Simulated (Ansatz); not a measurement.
PbSe, response to strain

Base system: PbSe in the rock salt structure (space group Fm-3m, No. 225; a = 6.102 Å). Axes: x, y, z lie along the cube axes.

Strains are applied to the cell and any free atomic positions relax; under biaxial strain the out-of-plane vector relaxes too.

Computed with plane-wave PAW DFT at the PBEsol level (Ansatz, a first-principles code, 420 eV), no SOC.

Notes on the quantities. energy relative to the base: free energy F; pressure: mean of the normal stresses, compression positive.

```csv
case,energy relative to the base,pressure,out-of-plane strain
base,0 meV/atom,0.0 GPa,–
"biaxial strain −2.50 %, plane normal [001], relaxed out of plane",+18 meV/atom,2.9 GPa,–
"biaxial strain −2.00 %, plane normal [001], relaxed out of plane",+11 meV/atom,2.2 GPa,–
"biaxial strain −1.50 %, plane normal [001], relaxed out of plane",+6.2 meV/atom,1.62 GPa,+0.25 %
"biaxial strain −1.00 %, plane normal [001], relaxed out of plane",+2.7 meV/atom,1.05 GPa,(withheld)
"biaxial strain −0.50 %, plane normal [001], relaxed out of plane",(withheld),0.51 GPa,+0.08 %
"biaxial strain +0.50 %, plane normal [001], relaxed out of plane",(withheld),-0.47 GPa,(withheld)
"biaxial strain +1.50 %, plane normal [001], relaxed out of plane",+5.5 meV/atom,-1.33 GPa,-0.24 %
"biaxial strain +2.00 %, plane normal [001], relaxed out of plane",+9.6 meV/atom,-1.72 GPa,-0.33 %
"biaxial strain +2.50 %, plane normal [001], relaxed out of plane",+15 meV/atom,-2.07 GPa,-0.41 %
```

**Question.** Complete the table.

**Answer.** 
- biaxial strain −1.00 %, plane normal [001], relaxed out of plane, out-of-plane strain: +0.17 %
- biaxial strain −0.50 %, plane normal [001], relaxed out of plane, energy relative to the base: +0.7 meV/atom
- biaxial strain +0.50 %, plane normal [001], relaxed out of plane, energy relative to the base: +0.6 meV/atom
- biaxial strain +0.50 %, plane normal [001], relaxed out of plane, out-of-plane strain: -0.08 %

Stability against distortions was not tested. All final runs are without spin polarisation.
